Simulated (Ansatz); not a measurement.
For rock-salt LuN, rVV10 (plane waves, PAW; Ansatz, a quantum-chemistry and plane-wave program) gives:

- equilibrium lattice constant a: 4.784 Å
- bulk modulus: 171 GPa
- cohesive energy: 6.71 eV/atom

### Question
What does PBE0 (plane waves, PAW; Ansatz) give for the same quantities?

### Answer

- lattice constant a: 4.758 Å (shrinks by 0.5 %)
- bulk modulus: 185 GPa (rises by 8.2 %)
- cohesive energy: 6.35 eV/atom (decreases by 0.36 eV/atom)

Changes are worked out from the printed values.

Unless a cell is named, each level is at its own relaxed cell (rVV10 13.69, PBE0 13.46 Å³/atom).

Levels without +SOC leave out spin–orbit coupling, which shifts energies and cells of such heavy elements.

Ansatz's density-functional and Hartree–Fock values are scalar-relativistic unless marked +SOC, with PAW data made under PBE.
